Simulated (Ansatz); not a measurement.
Base system: BaS in the zinc blende structure (space group F-43m, No. 216; a = 7.038 Å; a hypothetical phase, not in the database extracts checked). Axes: x, y, z lie along the cube axes.

Method: Kohn–Sham DFT with the r2SCAN functional, run in Ansatz (a quantum-chemistry and plane-wave program) with PAW and 500 eV plane waves, no spin-orbit coupling.

Perturbation: an isotropic linear strain of +2.57 %, atoms relaxed at fixed cell.

### Question
Predict the stress tensor and what it implies for the stiffness.

### Answer
Stress of the strained cell less that of the base (GPa, compression positive):
```
  -1.89    0.00    0.00
   0.00   -1.89    0.00
   0.00    0.00   -1.89
```

Then B = −ΔP/(ΔV/V₀) with ΔV/V₀ = 0.0791 gives secant stiffness values (nonlinear terms included at this strain): B ≈ 24 GPa.

As a check, the harmonic strain energy −½ V₀ Δσ:ε is 20 meV/atom; the computed energy rise is 22 meV/atom.

No phonon test of stability was made.
